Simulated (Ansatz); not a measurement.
The (10-10) face of hcp Sc can be cut between different planes. Symmetric, stoichiometric slabs relaxed in the 1x1 cell (17.1 Å²): top plane Sc, 0.96 Å over the next in the ideal cut; top plane Sc, 1.92 Å over the next in the ideal cut.

The numbers are results of PBE (plane waves to 420 eV, PAW; Ansatz, a program for electronic structure), not measurements.

Rank these by surface energy (lowest first), as PBE gives it.

the cut with an outer spacing of 0.96 Å (1.20 J/m²), the cut with an outer spacing of 1.92 Å (1.56 J/m²)
